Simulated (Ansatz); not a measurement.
Cost and result by functional for the surface energy of the (320) surface of fcc Al in its 1x1 cell, outermost plane spacing 0.56 Å in the ideal cut, in Ansatz (plane waves, PAW). Single points on the PBE structure, on one kind of machine; costs are rough ratios of the slab run's core time (references not counted) to the cheapest single point. r2SCAN's cost holds its higher cutoff (500 against 420 eV). Differences are taken against r2SCAN for comparison alone: no measured value is at hand, so the table doesn't rank accuracy.

Model: 19-atom slab, 10.1 Å thick at the start (thin: gaps and levels are the slab's own), 10x5x1 mesh, Fermi-Dirac 0.1 eV, dipole correction, all atoms relaxed; held to the part of the start's symmetry that mesh and held atoms allow; no spin, no spin-orbit, no U. These notes are the PBE run's.

| functional | relative cost | surface energy (J/m²) | less r2SCAN (J/m²) |
|---|---|---|---|
| RPBE | 1 | 0.93 | -0.23 |
| PBEsol | 1 | 1.19 | 0.04 |
| LDA | 1 | 1.21 | 0.05 |
| r2SCAN | 2 | 1.16 | 0.00 |
| PBE (the relaxed run's value) | – | 1.02 | -0.14 |

The values span 0.28 J/m², while the single points' costs differ by a factor of roughly 2. Differences are of unrounded values.

Ansatz is an electronic-structure program.
